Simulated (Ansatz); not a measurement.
Base system: PbS in the rock salt structure (space group Fm-3m, No. 225; a = 5.903 Å).

All numbers come from plane-wave PAW DFT at the PBEsol level (Ansatz, a program for electronic structure, 420 eV), no SOC.

For the base:

- Band gap: 0.19 eV
- Shortest interatomic distance: 2.952 Å
- Density: 7.73 g/cm³

The change: a hydrostatic pressure of 10 GPa.

Task: What happens to the band gap?

Result: The band gap becomes zero (base: 0.19 eV).

Task: Predict the new shortest interatomic distance.

Result: The shortest interatomic distance shrinks by 0.123 Å to 2.829 Å.

Task: What happens to the density?

Result: The density increases by 1.05 g/cm³, from 7.73 g/cm³ to 8.78 g/cm³.

Spin-orbit coupling, missing from the scalar runs, can matter with Pb. Load acts through the strain it causes; cell and atoms are relaxed under it. No phonon test of stability was made. Competing high-pressure phases were not computed. The base started in Pnma and relaxed to Fm-3m at this level. The final runs are not spin-polarised. Gaps under 0.05 eV, about the width of the smearing, are given as zero. A zero or small gap of PbS can be the functional's error rather than a property of the material.
